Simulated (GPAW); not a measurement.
Input and output of a self-consistent single point for V3Cd (Pm-3m, 4 atoms in the cell) (GPAW).

Level of theory: PBEsol, GPAW PAW datasets PBEsol (made by gpaw-setup) (plane waves; GPAW 25.7.0).

The change in words: lattice scaled by 0.98. Reference geometry:
```xyz
4
Lattice="3.9329 0.0000 0.0000 0.0000 3.9329 0.0000 0.0000 0.0000 3.9329" Properties=species:S:1:pos:R:3 pbc="T T T"
V      0.0000     1.9664     1.9664
V      1.9664     0.0000     1.9664
V      1.9664     1.9664     0.0000
Cd     0.0000     0.0000     0.0000
```
Moments meant for the start (each program seeds them in its own way; μB, in the order of the atoms V V V Cd): 2.0 2.0 2.0 0.0.

Reference input (self-consistent single point, DFT PBEsol, plane waves, GPAW PAW datasets PBEsol (made by gpaw-setup)): spinpol = true; mode = pw; ecut = 850 eV; xc = PBEsol; kpts = 7 7 7; mesh shift (steps) = 0 0 0; occupations.name = methfessel-paxton; occupations.width = 0.1 eV; occupations.order = 0; nbands = -12; symmetry.symmorphic = false; symmetry.tolerance = 0.0005. This run's input differs from it in these lines:

```diff
@@ -5,8 +5,8 @@
 atoms = Atoms(['V', 'V', 'V', 'Cd'],
-              cell=[[3.932880, 0.000000, 0.000000],
-                    [0.000000, 3.932880, 0.000000],
-                    [0.000000, 0.000000, 3.932880]],
-              positions=[[0.000000, 1.966440, 1.966440],
-                         [1.966440, 0.000000, 1.966440],
-                         [1.966440, 1.966440, 0.000000],
+              cell=[[3.854222, 0.000000, 0.000000],
+                    [0.000000, 3.854222, 0.000000],
+                    [0.000000, 0.000000, 3.854222]],
+              positions=[[0.000000, 1.927111, 1.927111],
+                         [1.927111, 0.000000, 1.927111],
+                         [1.927111, 1.927111, 0.000000],
                          [0.000000, 0.000000, 0.000000]],
```

Output (repeated stretches shortened):

```
     iter     time        total  log10-change:  magmom
                         energy   eigst   dens
iter:   1 --:--:--   -28.270140                   +6.0145
iter:   2 --:--:--   -28.712538   -0.38  -1.42    +3.7884
iter:   3 --:--:--   -27.863304   -0.50  -1.42    +1.5550
iter:   4 --:--:--   -28.026999   -1.35  -2.02    +1.4337
iter:   5 --:--:--   -27.583621   -1.60  -1.98    +1.1523
iter:   6 --:--:--   -27.616208   -2.46  -2.19    +1.1741
iter:   7 --:--:--   -27.645808   -2.47  -2.14    +1.0592
iter:   8 --:--:--   -27.571753   -2.73  -2.34    +0.6641
iter:   9 --:--:--   -27.571089   -2.58  -2.67    +0.0714
   [... lines left out ...]
iter:  14 --:--:--   -27.571744   -2.17  -2.50    +0.0959
iter:  15 --:--:--   -27.567117   -4.02  -3.10    +0.1888
iter:  16 --:--:--   -27.567351c  -4.17  -3.93    -0.0096
iter:  17 --:--:--   -27.567344c  -5.73  -4.23c   +0.0016
iter:  18 --:--:--   -27.567343c  -6.19  -4.21c   -0.0006
iter:  19 --:--:--   -27.567341c  -7.23  -4.27c   -0.0015
iter:  20 --:--:--   -27.567338c  -7.07  -4.23c   -0.0017
iter:  21 --:--:--   -27.567348c  -6.93  -4.14c   -0.0016
iter:  22 --:--:--   -27.567369c  -6.21  -4.33c   -0.0011
iter:  23 --:--:--   -27.567357c  -6.57  -4.53c   -0.0008
iter:  24 --:--:--   -27.567358c  -7.76c -4.60c   -0.0001
Converged after 24 iterations.

Dipole moment: (-0.000000, -0.000000, -0.000000) |e|*Ang

Total magnetic moment: (0.000000, 0.000000, -0.000137)
Local magnetic moments:
   0 V  ( 0.000000,  0.000000, -0.000040)
   1 V  ( 0.000000,  0.000000, -0.000040)
   2 V  ( 0.000000,  0.000000, -0.000040)
   3 Cd ( 0.000000,  0.000000, -0.000000)

Energy contributions relative to reference atoms: (reference = -229480.525973)

Kinetic:         -5.351225
Potential:       +6.494025
External:        +0.000000
XC:             -29.258138
Entropy (-ST):   -0.030516
Local:           +0.563238
SIC:             +0.000000
--------------------------
Free energy:    -27.582617
Extrapolated:   -27.567358

Spin contamination: 0.000002 electrons
Showing only first 2 kpts
                      Up                     Down
   [... lines left out ...]
Fermi level: 9.79033
No gap
   [... lines left out ...]
Energy (eV): -27.567358

Forces in eV/Ang:
  0 V    -0.00000    0.00000    0.00000
  1 V     0.00000   -0.00000    0.00000
  2 V     0.00000    0.00000   -0.00000
  3 Cd    0.00000    0.00000    0.00000

Stress tensor:
    -0.014833     0.000000     0.000000
     0.000000    -0.014833     0.000000
     0.000000     0.000000    -0.014833
Stress (GPa, Voigt): [-2.3766 -2.3766 -2.3766  0.      0.      0.    ]
```

The run converged in 24 iterations. GPAW prints stress with tension positive. Against the reference run the free energy falls by 14.6 meV/atom and the pressure goes from -7.07 to 2.38 GPa.

The starting cell comes from a database of computed structures (which also holds hypothetical and non-ambient phases and stackings), without a prior relaxation at this level. For this run, on top of that: lattice scaled by 0.98. The starting moments vanished: the run ended non-magnetic, which need not be the lowest state.

Cost on one core of a shared machine: roughly 2 min.
